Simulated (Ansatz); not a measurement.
The parent structure is LaN in the zinc blende structure (space group F-43m, No. 216; a = 5.546 Å; a hypothetical phase, not in the database extracts checked). Axes: x, y, z lie along the cube axes.

One thing is altered: compressive biaxial strain of 2.90 % in the plane normal to [001], as in epitaxy on a mismatched substrate; the out-of-plane cell vector and the atoms relax.

Levels (all Ansatz, a program for electronic structure, PAW): PBEsol (420 eV, no SOC); PBEsol+SOC (420 eV, spin-orbit coupling included).

The geometry is relaxed with PBEsol.

| Item | Result |
|---|---|
| PBEsol pressure | 1.25 GPa |
| PBEsol lowest conduction level above the VBM at special points | Γ 1.03 eV; S 1.97 eV; S₀ 1.97 eV; M 1.99 eV |
| PBEsol width of the top valence band | 2.13 eV |

**Question.** How does going to PBEsol+SOC change the pressure, lowest conduction level above the VBM at special points and width of the top valence band?

**Answer.** The pressure falls by 0.07 GPa, from 1.25 GPa to 1.18 GPa; the lowest conduction level above the VBM at special points goes from Γ 1.03 eV; S 1.97 eV; S₀ 1.97 eV; M 1.99 eV to Γ 0.95 eV; S 1.83 eV; S₀ 1.83 eV; M 1.92 eV; the width of the top valence band increases by 0.08 eV (2.13 eV → 2.21 eV).

Single points use the geometry relaxed with PBEsol. The spin-orbit shifts are approximate. The levels and masses belong to the bands next to the band gap. No phonon test of stability was made. Labels are those of the standard path for the cell's own space group.
